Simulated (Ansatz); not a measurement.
**Quick settings and what they miss: HfPt (Cmcm, 4 atoms in the cell)**

Self-consistent single point.

```
HfPt
1.0
    1.64593    -5.04095     0.00000
    1.64593     5.04095     0.00000
    0.00000     0.00000     4.16466
Hf Pt
2 2
Cartesian
  1.64593  -3.60619   3.12350
  1.64593   3.60619   1.04117
  1.64593  -0.93883   3.12350
  1.64593   0.93883   1.04117
```

Level of theory: LDA (PW92), default PAW files made with PBE (plane waves; Ansatz, an electronic-structure program).

Base settings: basis.ecutwfc = 420 eV; kpoints.mp_grid.grid = 11 11 8; hamiltonian.xc = lda; hamiltonian.pseudopotentials = {kind: paw} (the program's default PAW files); scf.occupations.method = cold; scf.occupations.width = 0.05 eV.

Tight run (finer mesh or higher cutoff; not a proven limit): basis.ecutwfc: 420 eV → 590 eV; kpoints.mp_grid.grid: 11 11 8 → 15 15 11; scf.convergence.dr2_threshold: default (1e-07 eV) → 1e-09 eV. It gave Fermi level (on the code's own zero) 23.31 eV; pressure 8.08 GPa; largest force (vector length) 0.161 eV/Å.

Quick runs, as changes from the base:
- A: the base itself
- B: basis.ecutwfc: 420 eV → 335 eV; kpoints.mp_grid.grid: 11 11 8 → 2 2 2
- C: basis.ecutwfc: 420 eV → 250 eV; kpoints.mp_grid.grid: 11 11 8 → 3 3 3; scf.occupations.width: 0.05 eV → 0.5 eV; scf.convergence.dr2_threshold: default (1e-07 eV) → 0.0001 eV
- D: basis.ecutwfc: 420 eV → 210 eV; kpoints.mp_grid.grid: 11 11 8 → 4 4 4; scf.occupations.method: cold → fermi_dirac; scf.occupations.width: 0.05 eV → 0.2 eV
- E: basis.ecutwfc: 420 eV → 210 eV; kpoints.mp_grid.grid: 11 11 8 → 8 8 8; hamiltonian.xc: lda → pbesol; kpoints.mp_grid.shift: default → 0.5 0.5 0.5 [PBEsol]
- F: basis.ecutwfc: 420 eV → 335 eV; kpoints.mp_grid.grid: 11 11 8 → 6 6 6; scf.occupations.width: 0.05 eV → 0.5 eV; kpoints.mp_grid.shift: default → 0.5 0.5 0.5; scf.convergence.dr2_threshold: default (1e-07 eV) → 0.0001 eV

Energies are extrapolated to zero smearing width, which holds to low order in the width alone.

Dashes: energy of E, another energy zero.

† marks runs with another functional, U, potentials or spin treatment: their distance from the tight run is not a convergence error alone.

The count of work is k-points × plane waves × bands × iterations; it is no time. 

Pressures in the table are Ansatz's without its Pulay estimate, at a fixed set of plane waves; the tight run's value above holds the estimate.

The starting cell comes from a database of computed structures (which also holds hypothetical and non-ambient phases and stackings), without a prior relaxation at this level. Its lattice was rescaled by a random factor within 2.5 % of one. Spin polarisation is off. In the base run, with a pressure of about 8 GPa the cell is away from its equilibrium volume at this level.

| run | energy less tight (meV/atom) | pressure less tight (GPa) | largest miss in a force vector (eV/Å) | count of work / tight |
|---|---|---|---|---|
| A | 1.3 | -0.06 | 0.029 | 0.22 |
| B | 226.5 | 1.66 | 0.925 | 0.0045 |
| C | 1261.8 | -78.56 | 0.366 | 0.0034 |
| D | 5743.6 | -267.67 | 0.393 | 0.0094 |
| E† | – | -261.04 | 0.340 | 0.034 |
| F | 14.9 | -2.28 | 0.028 | 0.019 |

Among the runs at the tight run's level, the energy misses run from 1.3 to 5743.6 meV/atom.

Keys are those of Ansatz 0.2.
